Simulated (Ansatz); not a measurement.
**HfO2: response to strain**

Take HfO2 (space group P4_2/nmc, No. 137) as the base.

```xyz
6
Lattice="3.5770 0.0000 0.0000 0.0000 3.5770 0.0000 0.0000 0.0000 5.2036" Properties=species:S:1:pos:R:3 pbc="T T T"
Hf     0.0000     0.0000     0.0000
Hf     1.7885     1.7885     2.6018
O      0.0000     1.7885     1.0202
O      0.0000     1.7885     3.6220
O      1.7885     0.0000     1.5816
O      1.7885     0.0000     4.1834
```

Cartesian axes are those of the cell as printed.

Strains are applied to the cell and any free atomic positions relax; under stress the whole cell relaxes.

All numbers come from Kohn–Sham DFT with the r2SCAN functional, run in Ansatz (a program for electronic structure) with PAW and 500 eV plane waves, without spin-orbit coupling, earlier PAW set.

Notes on the quantities. energy relative to the base: free energy F; pressure: mean of the normal stresses, compression positive.

| change | band gap | energy relative to the base | pressure | gap character | volume per atom |
|---|---|---|---|---|---|
| base | 5.27 eV | 0 meV/atom | 0.00 GPa | indirect, Z → Γ | 11.10 Å³ |
| isotropic strain −0.17 % | 5.27 eV | +0.2 meV/atom | 1.08 GPa | indirect, Z → Γ | 11.04 Å³ |
| isotropic strain +4.93 % | [?] | [?] | [?] | [?] | 12.82 Å³ |
| uniaxial strain ε_xx = +3.19 % | 5.03 eV | +13 meV/atom | -6.83 GPa | indirect, k = (1/3, 0.111, 0) in the run's primitive reciprocal basis → Γ | 11.45 Å³ |
| uniaxial strain ε_zz = +1.92 % | 5.28 eV | +3.7 meV/atom | -2.65 GPa | indirect, Z → Γ | 11.31 Å³ |
| uniaxial stress, 5 GPa tension along x | 5.18 eV | +3.8 meV/atom | – | indirect, Z → Γ | 11.18 Å³ |

**Question.** What belongs in the blanks?

**Answer.** 
- isotropic strain +4.93 %, band gap: 4.78 eV
- isotropic strain +4.93 %, energy relative to the base: +132 meV/atom
- isotropic strain +4.93 %, pressure: -21.31 GPa
- isotropic strain +4.93 %, gap character: indirect, M–Γ (47 % along) → Γ

With Hf present, leaving out spin-orbit coupling can change the band edges. Beyond what the load breaks, stability against distortions was not tested. This is not the structure that HfO2 has at room temperature and ambient pressure. k-point labels follow each cell's own Brillouin zone.
